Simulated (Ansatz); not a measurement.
We consider RuAl (model structure, within 0.1 Å of Pm-3m, No. 221, 4 atoms in the cell), described by PBEsol (Ansatz, a program for electronic structure, PAW).

Settings: plane-wave cutoff 520 eV, 14×20×12 k mesh (along the axes of the cell as run), Fermi–Dirac smearing 0.05 eV, no spin polarisation, scalar-relativistic PAW data made under PBE.

Cell (relaxed at this level):

```cif
data_AlRu
_chemical_formula_sum 'Ru1 Al1'
_space_group_name_H-M_alt 'Pm-3m'
_space_group_IT_number 221
_space_group_name_Hall '-P 4 2 3'
_cell_length_a 2.97590
_cell_length_b 2.97590
_cell_length_c 2.97590
_cell_angle_alpha 90.000
_cell_angle_beta 90.000
_cell_angle_gamma 90.000
loop_
_atom_site_label
_atom_site_type_symbol
_atom_site_symmetry_multiplicity
_atom_site_Wyckoff_symbol
_atom_site_fract_x
_atom_site_fract_y
_atom_site_fract_z
_atom_site_occupancy
Ru1 Ru 1 a 0.00000 0.00000 0.00000 1
Al1 Al 1 b 0.50000 0.50000 0.50000 1
```
(The calculation used a cell of 4 atoms; values per cell refer to that cell.)

**Question.** What does this level give for the bulk modulus B0?

**Answer.** 
bulk modulus B0: 220 GPa

Note: the run has no spin polarisation, so it can have missed a magnetic state; the bulk modulus is −V dP/dV from two relaxed cells at ±2 % in volume.

The result took very roughly 2.2 core-minutes.

A model structure was made by putting elements into a prototype or built by hand; here it ended with the formula and space group of a phase in our tables.
